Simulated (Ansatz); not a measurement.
Short convergence ladders for ZnPt₃ (P4mm, 4 atoms in the cell)

```
CELL_PARAMETERS angstrom
      3.91025     0.00000     0.00000
      0.00000     3.91025     0.00000
      0.00000     0.00000     3.91025
ATOMIC_POSITIONS crystal
  Zn 0.00000 0.00000 0.01279
  Pt 0.50000 0.50000 0.00000
  Pt 0.00000 0.50000 0.50000
  Pt 0.50000 0.00000 0.50000
```

Base method: PBEsol, default PAW files made with PBE (plane waves; Ansatz, a quantum-chemistry and plane-wave program).

Base settings: basis.ecutwfc = 420 eV; kpoints.mp_grid.grid = 9 9 9; hamiltonian.xc = pbesol; hamiltonian.pseudopotentials = {kind: paw} (the program's default PAW files); scf.occupations.method = gaussian; scf.occupations.width = 0.1 eV.

The count of work is k-points × plane waves × bands × iterations; it is no time. Core times come from one kind of shared machine, to one figure; runs under 30 s give none.

**The k-point mesh at a smearing width of 0.05 eV**

In this ladder: scf.occupations.width = 0.05 eV.

The second cell is the first with its lattice scaled by 0.98.

Only quantities that move along the ladder and can be compared are tabulated.

| kpoints.mp_grid.grid | free energy less the last step's (meV/atom) | energy of the compressed cell less the first (meV/atom) | pressure (GPa) | largest difference of a force vector from the last step's (eV/Å) | count of work / last |
|---|---|---|---|---|---|
| 3 3 3 | -59.33 | 4.08 | -6.39 | 0.019 | 0.0083 |
| 4 4 4 | -30.40 | 1.33 | -6.87 | 0.004 | 0.025 |
| 5 5 5 | 11.44 | 8.23 | -5.65 | 0.001 | 0.025 |
| 6 6 6 | 2.82 | 4.53 | -6.30 | 0.004 | 0.055 |
| 8 8 8 | -2.51 | 5.14 | -6.20 | 0.001 | 0.10 |
| 9 9 9 | 1.32 | 4.61 | -6.29 | 0.001 | 0.10 |
| 11 11 11 | -0.12 | 4.50 | -6.32 | 0.001 | 0.17 |
| 16 16 16 | 0.47 | 4.82 | -6.23 | 0.000 | 0.56 |
| 20 20 20 | 0.00 | 4.83 | -6.24 | 0.000 | 1.0 |

Coarsest kpoints.mp_grid.grid that holds the energy of the compressed cell less the first within 0.5 meV/atom of the last step, with all finer ones: 6 6 6, at 0.055 of the last step's count of work; the step before is off by 3.4 meV/atom.

Coarsest kpoints.mp_grid.grid that holds the pressure within 0.5 GPa of the last step, with all finer ones: 6 6 6, at 0.055 of the last step's count of work; the step before is off by 0.58 GPa.

Coarsest kpoints.mp_grid.grid that holds the free energy within 5 meV/atom of the last step, with all finer ones: 6 6 6, at 0.055 of the last step's count of work; the step before is off by 11 meV/atom.

The energy difference between the two cells stays within 1 meV/atom of the last step's from 6 6 6 on, the total only from 11 11 11 on: much of the error is common to both cells and cancels.

**The width of Gaussian smearing**

In this ladder: kpoints.mp_grid.grid = 15 15 15.

Narrow widths need finer meshes than wide ones, so the last steps can hold mesh noise.

Only quantities that move along the ladder and can be compared are tabulated; pressure and forces are left out, as mesh noise rules them at narrow widths.

```csv
scf.occupations.width,free energy less the last step's (meV/atom),energy extrapolated to zero width less the last step's (meV/atom),core time / last (rough)
1 eV,-181.89,-15.73,1
0.5 eV,-50.91,-4.70,1
0.3 eV,-19.62,-1.77,0.9
0.2 eV,-8.97,-0.86,1
0.1 eV,-2.00,-0.23,1.0
0.05 eV,0.00,0.00,1
```

Widest scf.occupations.width that holds the free energy within 5 meV/atom of the last step, with all finer ones: 0.1 eV; the step before is off by 9.0 meV/atom.

Widest scf.occupations.width that holds the energy extrapolated to zero width within 1 meV/atom of the last step, with all finer ones: 0.2 eV; the step before is off by 1.8 meV/atom.

The extrapolation to zero width removes most of the smearing's effect on the energy.

**The mesh under tetrahedron occupations**

In this ladder: scf.occupations.method = tetrahedron; scf.occupations.width = default.

Only quantities that move along the ladder and can be compared are tabulated.

```csv
kpoints.mp_grid.grid,free energy less the last step's (meV/atom),pressure (GPa),count of work / last,core time / last (rough)
4 4 4,-24.91,-6.40,0.033,–
5 5 5,12.57,-5.68,0.033,–
6 6 6,0.70,-6.36,0.055,–
7 7 7,4.74,-6.19,0.063,–
8 8 8,-1.63,-6.13,0.10,–
10 10 10,0.42,-6.17,0.17,–
13 13 13,-0.33,-6.27,0.27,0.3
16 16 16,0.22,-6.28,0.56,0.5
20 20 20,0.00,-6.26,1.0,1
```

Coarsest kpoints.mp_grid.grid that holds the pressure within 0.5 GPa of the last step, with all finer ones: 6 6 6, at 0.055 of the last step's count of work; the step before is off by 0.58 GPa.

Coarsest kpoints.mp_grid.grid that holds the free energy within 2 meV/atom of the last step, with all finer ones: 8 8 8, at 0.10 of the last step's count of work; the step before is off by 4.7 meV/atom.

On the base run: the starting cell comes from a database of computed structures (which also holds hypothetical and non-ambient phases and stackings), without a prior relaxation at this level. Its lattice was rescaled by up to half a per cent. One atom was moved a little off its site on purpose. Spin polarisation is off. In the base run, with a pressure of about -6 GPa the cell is away from its equilibrium volume at this level. Ansatz's pressure includes its estimate of the finite-basis (Pulay) stress.

Left out of this page: 2 runs of the series outside the window shown, repeating another row's setting, or not comparable.

Keys are those of Ansatz 0.2.
